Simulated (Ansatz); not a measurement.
**Al2O3, response to strain**

Base system: Al2O3 in the corundum structure (space group R-3c, No. 167; a = 4.758 Å, c = 12.992 Å (hexagonal axes)). Axes: x lies along a and z along c of the hexagonal cell.

Strains are applied to the cell and any free atomic positions relax; under biaxial strain the out-of-plane vector relaxes too; under stress the whole cell relaxes.

Computed with Ansatz (a first-principles code) r2SCAN, scalar-relativistic without spin-orbit coupling, earlier PAW set.

```json
[
 {"case": "base", "band gap": "7.15 eV", "shortest interatomic distance": "1.856 Å", "width of the top valence band": "0.65 eV"},
 {"case": "biaxial strain −2.52 %, plane normal [001], relaxed out of plane", "band gap": "7.64 eV", "shortest interatomic distance": "1.829 Å", "width of the top valence band": "0.71 eV"},
 {"case": "biaxial strain −1.91 %, plane normal [001], relaxed out of plane", "band gap": "7.54 eV", "shortest interatomic distance": "1.835 Å", "width of the top valence band": "0.69 eV"},
 {"case": "biaxial strain +2.20 %, plane normal [001], relaxed out of plane", "band gap": "6.45 eV", "shortest interatomic distance": "1.882 Å", "width of the top valence band": "0.82 eV"},
 {"case": "tensor shear ε_yz = −2.89 %", "band gap": "7.08 eV", "shortest interatomic distance": "1.831 Å", "width of the top valence band": "–"},
 {"case": "uniaxial stress, 8 GPa tension along z", "band gap": "7.00 eV", "shortest interatomic distance": "1.861 Å", "width of the top valence band": "0.64 eV"},
 {"case": "uniaxial stress, 2 GPa compression along z", "band gap": "7.14 eV", "shortest interatomic distance": "1.855 Å", "width of the top valence band": "0.68 eV"}
]
```

Stability under load was not tested beyond the relaxation.
